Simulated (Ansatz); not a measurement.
This Ansatz (a program for electronic structure) input is the reference run, AlN in the wurtzite structure (space group P6_3mc, No. 186), computed with DFT with r2SCAN, PAW potentials and a 500 eV plane-wave cutoff in Ansatz, without spin-orbit coupling:

Ansatz 0.2 input:
```yaml
crystal:
  lattice:
    - [3.1067316151, 0, 0]
    - [-1.5533658075, 2.6905085014, 0]
    - [0, 0, 4.9785218252]
  atoms:
    - { symbol: Al, position: [0.6666666667, 0.3333333333, 0.0034066605] }
    - { symbol: Al, position: [0.3333333333, 0.6666666667, 0.5034066605] }
    - { symbol: N, position: [0.6666666667, 0.3333333333, 0.6217933395] }
    - { symbol: N, position: [0.3333333333, 0.6666666667, 0.1217933395] }
basis: { ecutwfc: 500, ecutrho_ratio: 4, xc_grid: 4, fft_grid_basis: typed }
kpoints: { mp_grid: { grid: [12, 12, 7] } }
hamiltonian:
  xc: r2scan
  dispersion: none
  pseudopotentials: { kind: paw }
scf: { occupations: { method: fermi_dirac, width: 0.05 }, convergence: { dr2_threshold: 0.0000000004 } }
output: { forces: true, stress: true }
checkpoint: { write: state.ck, write_every: 1000 }
```

**Question.** Write the input for this change: cell and atoms relaxed at a pressure of 0.9 GPa.

**Answer.** 
Ansatz 0.2 input:
```yaml
crystal:
  lattice:
    - [3.1067316151, 0, 0]
    - [-1.5533658075, 2.6905085014, 0]
    - [0, 0, 4.9785218252]
  atoms:
    - { symbol: Al, position: [0.6666666667, 0.3333333333, 0.0034066605] }
    - { symbol: Al, position: [0.3333333333, 0.6666666667, 0.5034066605] }
    - { symbol: N, position: [0.6666666667, 0.3333333333, 0.6217933395] }
    - { symbol: N, position: [0.3333333333, 0.6666666667, 0.1217933395] }
basis: { ecutwfc: 500, ecutrho_ratio: 4, xc_grid: 4, fft_grid_basis: typed }
kpoints: { mp_grid: { grid: [12, 12, 7] } }
hamiltonian:
  xc: r2scan
  dispersion: none
  pseudopotentials: { kind: paw }
scf: { occupations: { method: fermi_dirac, width: 0.05 } }
relax: { f_tol: 0.01, max_steps: 60, cell: { stress_tol: 0.02, p_target: 0.9 } }
output: { forces: true, stress: true }
checkpoint: { write: state.ck, write_every: 1000 }
```
This is the input that was run.

Load acts through the strain it causes; cell and atoms are relaxed under it. Whether these cells are dynamically stable was not tested.
